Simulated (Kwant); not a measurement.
System: quantum point contact (saddle potential) in a GaN two-dimensional gas. Effective mass 0.22 mₑ, grid spacing 4 nm, hard walls, nominal width 80 nm (19 grid rows, so walls 80 nm apart), one parabolic valley, scattering region 240 nm long along x; energies count from the band bottom; Fermi energy 0.00822 eV. Potential (V0 + ½k y²) cos²(πx/L) for |x| < L/2, with V0 swept from 0.008631 to 0 eV, k = 4.2e-05 eV/nm², L = 200 nm.

Constants are typed, rounded textbook-type inputs, not results; the design itself was drawn at random and stands for no fabricated device.

Computed with Kwant: effective-mass tight-binding model on a square grid, one spin, coherent transport at 0 K. Conductance is in e²/h.

Compare with the saddle-point formula G = Σ 1/(1 + exp(−2π(E − V0 − ħωy(n + ½))/ħωx)), taking ħωy = ħ√(k/m) and ħωx from the curvature along x of V0 plus half of the mode's confinement energy.

ħωy = 3.81 meV; at V0 = 7.00 meV the lowest mode has ħωx = 1.17 meV.

| V0 (meV) | formula | simulation |
|---|---|---|
| 8.13 | 0.00010 | 9.8e-5 |
| 7.00 | 0.023 | 0.026 |
| 5.88 | 0.93 | 0.93 |
| 4.75 | 1.00 | 1.00 |
| 3.63 | 1.00 | 1.00 |
| 2.50 | 1.50 | 1.67 |

The formula takes a parabolic saddle in the continuum; the run has the full potential on a grid.
